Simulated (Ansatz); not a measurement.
## Response to strain in ZnAu

The reference is ZnAu in the CsCl type structure (space group Pm-3m, No. 221; a = 3.187 Å; relaxed with 0.1 eV smearing).

Strains are applied to the cell and any free atomic positions relax.

Method: plane-wave PAW DFT at the PBE level (Ansatz, a first-principles code, 420 eV), no spin-orbit coupling.

Notes on the quantities. energy relative to the base: free energy F.

| variant | volume per atom | pressure | energy relative to the base |
|---|---|---|---|
| base | 16.18 Å³ | 0.0 GPa | 0 meV/atom |
| isotropic strain −3.00 % | 14.77 Å³ | 13.7 GPa | +55 meV/atom |
| isotropic strain −2.50 % | 15.00 Å³ | 10.9 GPa | +37 meV/atom |
| isotropic strain −2.00 % | 15.23 Å³ | 8.4 GPa | +23 meV/atom |
| isotropic strain −1.50 % | 15.46 Å³ | 6.0 GPa | … |
| isotropic strain −1.00 % | 15.70 Å³ | 3.8 GPa | +5.5 meV/atom |
| isotropic strain +0.50 % | 16.43 Å³ | -1.7 GPa | +1.3 meV/atom |
| isotropic strain +1.00 % | 16.67 Å³ | -3.2 GPa | … |
| isotropic strain +2.50 % | 17.43 Å³ | … | +30 meV/atom |
| isotropic strain +3.00 % | 17.68 Å³ | … | +42 meV/atom |

Problem. Some entries are withheld; estimate them.

Solution. 
- isotropic strain −1.50 %, energy relative to the base: +13 meV/atom
- isotropic strain +1.00 %, energy relative to the base: +5.1 meV/atom
- isotropic strain +2.50 %, pressure: -7.0 GPa
- isotropic strain +3.00 %, pressure: -8.1 GPa

Whether these cells are dynamically stable was not tested.
